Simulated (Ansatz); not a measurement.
MoSi2 (P6₂22, No. 180, 9 atoms in the cell; start mp-8938; a measured phase of this formula has another space group)

Level of theory: PBEsol+SOC (Ansatz, a first-principles code, plane waves, PAW).

Run with plane-wave cutoff 520 eV, 18×18×8 k mesh (along the axes of the cell as run), Fermi–Dirac smearing 0.05 eV, PAW data made under PBE.

Cell (relaxed with PBEsol):

```cif
data_Mo3Si6
_chemical_formula_sum 'Si6 Mo3'
_space_group_name_H-M_alt 'P 1'
_space_group_IT_number 1
_cell_length_a 4.57443
_cell_length_b 4.57443
_cell_length_c 6.56643
_cell_angle_alpha 90.000
_cell_angle_beta 90.000
_cell_angle_gamma 120.000
loop_
_space_group_symop_operation_xyz
  'x, y, z'
loop_
_atom_site_label
_atom_site_type_symbol
_atom_site_fract_x
_atom_site_fract_y
_atom_site_fract_z
_atom_site_occupancy
Si1 Si 0.16417 0.83583 0.83333 1
Si2 Si 0.32833 0.16417 0.16667 1
Si3 Si 0.16417 0.32833 0.50000 1
Si4 Si 0.83583 0.16417 0.83333 1
Si5 Si 0.67167 0.83583 0.16667 1
Si6 Si 0.83583 0.67167 0.50000 1
Mo1 Mo 0.50000 0.00000 0.50000 1
Mo2 Mo 0.50000 0.50000 0.83333 1
Mo3 Mo 0.00000 0.50000 0.16667 1
```

```yaml
band_gap: 0.04 eV (under three smearing widths, so not firm)
direct gap at Γ: 2.84 eV
```

Note: the run has no spin polarisation, so it can have missed a magnetic state.

Cost on a shared machine: about 9 core-minutes (a rough figure).

A start named mp-… is a Materials Project structure, which need not be a measured phase.
